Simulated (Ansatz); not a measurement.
# What uniaxial strain ε_zz = −0.50 % does to Mo

Start from Mo in the bcc (W type) structure (space group Im-3m, No. 229; a = 3.1300 Å; relaxed with 0.1 eV smearing). Axes: x, y, z lie along the cube axes.

The change: the cell is compressed by 0.50 % along z with no lateral relaxation, atoms relaxed at fixed cell.

The values are results of PBEsol (Ansatz, a quantum-chemistry and plane-wave program), scalar-relativistic without spin-orbit coupling, not measurements. k-mesh 29×29×29 (Γ-centred); smearing 0.1 eV (Fermi–Dirac).

| quantity | base | changed | shift |
|---|---|---|---|
| volume per atom | 15.33 Å³ | 15.25 Å³ | -0.08 Å³ |
| shortest interatomic distance | 2.711 Å | 2.706 Å | -0.005 Å |
| energy relative to the base (free energy F) | 0 meV/atom | +0.6 meV/atom | +0.6 meV/atom |
| pressure (mean of the normal stresses, compression positive) | 0.0 GPa | 1.4 GPa | +1.4 GPa |
| band gap | zero | zero | – |
| stress (xx, yy, zz, yz, xz, xy; compression positive) | – | (0.9, 0.9, 2.5, 0.0, 0.0, 0.0) GPa | – |

No phonon test of stability was made. All final runs are without spin polarisation.
